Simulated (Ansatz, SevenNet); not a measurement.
For rutile IrO₂, the machine-learned potential SevenNet-l3i5 (trained on PBE and PBE+U data) gives:

```
Item                  Result
-------------------  -------
lattice parameter a  4.545 Å
lattice parameter c  3.189 Å
```

Problem. What does PBEsol (plane waves, PAW; Ansatz, an electronic-structure program) give for the same quantities?

Solution. 
- lattice constant a: 4.472 Å (shrinks by 1.6 %)
- lattice parameter c: 3.154 Å (drops by 1.1 %)

For comparison: lattice constant a 4.505 Å (measured, room temperature, not corrected to a static lattice; as tabulated in Hiroi (2015), arXiv:1503.02262); lattice parameter c 3.159 Å (measured, room temperature, not corrected to a static lattice; as tabulated in Hiroi (2015), arXiv:1503.02262).

Changes are worked out from the printed values.

Unless a cell is named, each level is at its own relaxed cell (SevenNet-l3i5 10.98, PBEsol 10.51 Å³/atom).

Levels without +SOC leave out spin–orbit coupling, which shifts energies and cells of such heavy elements.

Ansatz's density-functional and Hartree–Fock values are scalar-relativistic unless marked +SOC, with PAW data made under PBE.
